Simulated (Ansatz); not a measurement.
## B4C3 (model structure, started from the Al4C3 type, R-3m, No. 166, 7 atoms in the cell)

The numbers are results of PBEsol in Ansatz (PAW), not measurements.

Settings: plane-wave cutoff 520 eV, 14×14×14 k mesh, Fermi–Dirac smearing 0.01 eV, scalar-relativistic PAW data made under PBE.

Cell (relaxed at this level):

```cif
data_C9B12
_chemical_formula_sum 'B12 C9'
_space_group_name_H-M_alt 'R-3m :H'
_space_group_IT_number 166
_space_group_name_Hall '-R 3 2"'
_cell_length_a 2.70175
_cell_length_b 2.70175
_cell_length_c 20.77310
_cell_angle_alpha 90.000
_cell_angle_beta 90.000
_cell_angle_gamma 120.000
loop_
_atom_site_label
_atom_site_type_symbol
_atom_site_symmetry_multiplicity
_atom_site_Wyckoff_symbol
_atom_site_fract_x
_atom_site_fract_y
_atom_site_fract_z
_atom_site_occupancy
B1 B 6 c 0.00000 0.00000 0.13113 1
B2 B 6 c 0.00000 0.00000 0.29620 1
C1 C 6 c 0.00000 0.00000 0.22004 1
C2 C 3 a 0.00000 0.00000 0.00000 1
```
(The calculation used a cell of 7 atoms; values per cell refer to that cell.)

- band gap = 0.90 eV (indirect)
- smallest direct gap on the k points sampled = 2.22 eV

Note: the relaxation could raise the start's symmetry but not lower it, so the cell can be a saddle point.

Cost on a shared machine: roughly 18 core-seconds.

A model structure was made by putting elements into a prototype or built by hand; it is no filed structure, need not be a known phase, and can be a saddle point held by its symmetry.

Ansatz is a program for electronic structure.
